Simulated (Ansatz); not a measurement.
Mo₂GeC (model structure, started from the MAX type, P6₃/mmc, No. 194, 8 atoms in the cell) was calculated with PBEsol (Ansatz, a program for electronic structure, plane waves, PAW).

Output (set-up and result lines):

```
Relaxation: its limit of steps is 80 (relax.max_steps)
Crystal: 8 atoms, lattice volume = 102.204 Å³
Basis set: ecut = 520 eV, 2735 PW (Γ), exchange–correlation on 48×48×192 points (8 copies of the dense FFT grid, shifted against one another)
Bands: 56, of which v1, the nominal top of the filled ones, is band 46 counted from 1 (45 counted from 0)
Symmetry: 24 space group operations
Space group: P63/mmc (ITA 194), of the structure as read, at distance tolerance 4.7e-5 Å
k-points: 183 of 2304
Functional: x = pbesol(κ = 0.804, μ = 0.12345679012345678), c = pbesol(β = 0.046)
SCF iter   1: F=—  HF=-28591.538087 eV  |F-HF|=—  |Δ(HF+E_count)|=         —  Δρ=1.05e-2  dr2=1.39e-1
SCF iter   2: F=—  HF=-28591.518818 eV  |F-HF|=—  |Δ(HF+E_count)|=   1.93e-2  Δρ=5.37e-3  dr2=4.73e-2
  ...
SCF 1 converged in 8 iterations: F = -28591.510264 eV  dr2 = 3.24e-9
Crystal: 8 atoms, lattice volume = 102.204 Å³
Initial density: handed on by an earlier stage of this run
SCF 2 converged in 6 iterations: F = -28591.514369 eV  dr2 = 1.35e-7
Crystal: 8 atoms, lattice volume = 102.204 Å³
SCF 3 converged in 6 iterations: F = -28591.514550 eV  dr2 = 4.40e-9
Crystal: 8 atoms, lattice volume = 102.204 Å³
SCF iter   8: F=-28591.514548 eV  HF=-28591.514548 eV  |F-HF|=0.00e0  |Δ(HF+E_count)|=    0.00e0  Δρ=4.15e-9  dr2=3.12e-14
SCF iter   9: F=-28591.514548 eV  HF=-28591.514548 eV  |F-HF|=3.64e-12  |Δ(HF+E_count)|=  7.28e-12  Δρ=1.79e-9  dr2=4.83e-15
SCF 4 converged in 9 iterations: F = -28591.514548 eV  dr2 = 4.83e-15
SCF converged after 9 iterations
Free energy (F): -28591.514548 eV
Internal energy: -28591.479878 eV  (E = F + TS)
E sigma→0 (E₀):  -28591.497213 eV
Fermi energy:    19.015291 eV
--- Forces (eV/Å), atoms counted from 1 ---
  atom   1  Ge     0.00000000     0.00000000    -0.00000000
  atom   2  Ge     0.00000000    -0.00000000     0.00000000
  atom   3  Mo     0.00000000     0.00000000    -0.00112562
  atom   4  Mo    -0.00000000    -0.00000000    -0.00112562
  atom   5  Mo     0.00000000    -0.00000000     0.00112562
  atom   6  Mo     0.00000000     0.00000000     0.00112562
  atom   7  C      0.00000000    -0.00000000     0.00000000
  atom   8  C      0.00000000    -0.00000000     0.00000000
--- Stress (GPa, compression-positive) ---
        4.834214       0.000000      -0.000000
        0.000000       4.834214      -0.000000
       -0.000000      -0.000000       4.829617
  P = ⅓ Tr σ = 4.8327 GPa (48.327 kbar)
```

Problem. Write an input file that could have produced this run (the log leaves some choices open).

Solution. This is not unique; one that fits is 
Ansatz 0.2 input:
```yaml
crystal:
  lattice:
    - [3.0806918686, 0.0, 0.0]
    - [-1.5403459343, 2.6679574194, 0.0]
    - [0.0, 0.0, 12.4348400742]
  atoms:
    - { symbol: Ge, position: [0.3333333333, 0.6666666667, 0.75] }
    - { symbol: Ge, position: [0.6666666667, 0.3333333333, 0.25] }
    - { symbol: Mo, position: [0.3333333333, 0.6666666667, 0.0895591751] }
    - { symbol: Mo, position: [0.6666666667, 0.3333333333, 0.5895591751] }
    - { symbol: Mo, position: [0.6666666667, 0.3333333333, 0.9104408249] }
    - { symbol: Mo, position: [0.3333333333, 0.6666666667, 0.4104408249] }
    - { symbol: C, position: [0.0, 0.0, 0.0] }
    - { symbol: C, position: [0.0, 0.0, 0.5] }
basis:
  ecutwfc: 520
  ecutrho_ratio: 4
  xc_grid: 2
kpoints:
  mp_grid: { grid: [24, 24, 4] }
hamiltonian:
  xc: pbesol
  dispersion: none
  pseudopotentials: { kind: paw }
scf:
  occupations: { method: fermi_dirac, width: 0.05 }
output:
  forces: true
  stress: true
  eigenvalues: true
relax:
  f_tol: 0.004
  escape_saddle: false
  max_steps: 80
  cell: { stress_tol: 0.02, fix: [volume] }
```

The cell is one volume of an energy–volume scan, off the minimum.

The PAW data were made under PBE.

Note: the run has no spin polarisation, so it can have missed a magnetic state. Note: the relaxation could raise the start's symmetry but not lower it, so the cell can be a saddle point.

A model structure was made by putting elements into a prototype or built by hand; it is no filed structure, need not be a known phase, and can be a saddle point held by its symmetry.
